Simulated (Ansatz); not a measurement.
**Hf₂O (model structure, started from the Hf2S type, P6₃/mmc, No. 194, 6 atoms in the cell): properties by level of theory**

```json
[
 {"level (code)": "LDA (Ansatz)", "lattice parameter a (Å)": "3.100", "lattice parameter c (Å)": "10.669", "bulk modulus B0 (GPa)": "194", "cohesive energy (eV/atom)": "8.09"},
 {"level (code)": "PBE (Ansatz)", "lattice parameter a (Å)": "3.166", "lattice parameter c (Å)": "10.919", "bulk modulus B0 (GPa)": "166", "cohesive energy (eV/atom)": "6.85"},
 {"level (code)": "PBEsol (Ansatz)", "lattice parameter a (Å)": "3.128", "lattice parameter c (Å)": "10.777", "bulk modulus B0 (GPa)": "181", "cohesive energy (eV/atom)": "7.46"}
]
```

Caveats: the bulk modulus is −V dP/dV from two relaxed cells at ±2 % in volume (LDA, PBE, PBEsol). Ansatz's density-functional and Hartree–Fock values are scalar-relativistic unless marked +SOC, with PAW data made under PBE.

Free atoms are spin-polarised, in the lowest state found; at levels without +SOC their spin–orbit coupling is left out.

Computed values are for the static lattice.

A model structure was made by putting elements into a prototype or built by hand; it is no filed structure, need not be a known phase, and can be a saddle point held by its symmetry.

Ansatz is a quantum-chemistry and plane-wave program.
